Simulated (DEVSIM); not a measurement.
Structure: GaP/Si n-p heterojunction, at 300 K.

Layer 1 from the left is GaP, thickness (μm) 0.0770, Nd (cm⁻³) 2.5e16, τn (s) 3.4e-7, τp (s) 3.4e-7. Layer 2 from the left is Si, thickness (μm) 0.120, Na (cm⁻³) 1.8e18, τn (s) 3.4e-7, τp (s) 3.4e-7.

Left contact: ohmic. Right contact: ohmic. Voltage is applied to the left contact. Recombination: SRH at mid-gap, radiative. Mobility is μmin + (μ − μmin)/(1 + (N/Nref)^α).

Constants are typed, rounded textbook-type inputs, not results; the design itself was drawn at random and stands for no fabricated device. Values at 300 K.

GaP: gap (eV) 2.26, affinity (eV) 3.8, permittivity 11.1, Nc (cm⁻³) 1.8e19, Nv (cm⁻³) 1.9e19, μn (cm²/Vs) 250, μp (cm²/Vs) 150, μn,min 10, μp,min 10, Nref,n 4.4e18, Nref,p 1e18, αn 0.8, αp 0.85, B (cm³/s) 1e-13. Si: gap (eV) 1.124, affinity (eV) 4.05, permittivity 11.7, Nc (cm⁻³) 2.86e19, Nv (cm⁻³) 3.1e19, μn (cm²/Vs) 1417, μp (cm²/Vs) 470, μn,min 52, μp,min 45, Nref,n 9.7e16, Nref,p 2.2e17, αn 0.68, αp 0.72, B (cm³/s) 4.7e-15.

DEVSIM, 1D drift-diffusion, Boltzmann statistics, complete ionisation; no tunnelling, impact ionisation, image-force lowering or self-heating. Band offsets follow the typed affinities; no thermionic-emission limit at abrupt steps, no polarisation charge.

Q: What does the simulation give for the potential step across the device at zero bias, the dark forward voltage at 100 A/cm²?

A: potential step across the device at zero bias 1.130 V; dark forward voltage at 100 A/cm² 0.975 V.
